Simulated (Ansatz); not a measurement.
CsPbCl3: strain along the normal

CsPbCl3 (cubic perovskite, Pm-3m, 35.477 Å³/atom at rest) under an equal strain ε in the (111) plane with the normal axis free, as in a coherent film. PBEsol in Ansatz, a plane-wave DFT program (PAW, default set), 420 eV, 6×6×6 Γ-centred mesh, Fermi-Dirac smearing 0.05 eV; ions are relaxed within the symmetry of each cell.

Here s stands for strain and y for normal strain.

```csv
strain (%),normal strain (%)
-1.00,1.40
-0.50,0.70
0.00,0.00
0.50,-0.70
1.00,-1.39
2.50,?
```

**Question.** Fit y against s with a straight line, and predict the withheld value at s = 2.50.

**Answer.** Means: s 0, y 0.002. About the means, the sum of products is -3.4900 and the sum of squares of s is 2.5000; the slope is their ratio. Least squares gives y = 0.002 - 1.3960·s. Residuals (row less fit): 0.002, 0.000, -0.002, -0.004, 0.004; standard error 0.004 (degrees of freedom: 3). The slope, -1.40 ± 0.00, is the elastic response of the normal axis. At the withheld row, y = 0.002 - 1.3960 × 2.5 = -3.488%. The calculation gives -3.36%, 0.128% above the prediction (2.7 % of the range of y in the table). The row lies outside the fitted rows, so this is an extrapolation. The fitted rows scatter only by rounding.

One order more, fitted to all 11 runs of the series, follows each within 0.02, so the miss is the next term of a smooth law. The primitive cell can neither tilt nor turn polar against its symmetry, as such crystals can under strain. CsPbCl3 is here the ideal cubic form; the compound distorts at low or room temperature. Rows are the converged runs of the series near zero and its far end; series whose fitted rows scatter by over a few per cent of the range, as at a crossing or softening among them, aren't shown in this form. Most that stay on the fit to the last digits aren't either.
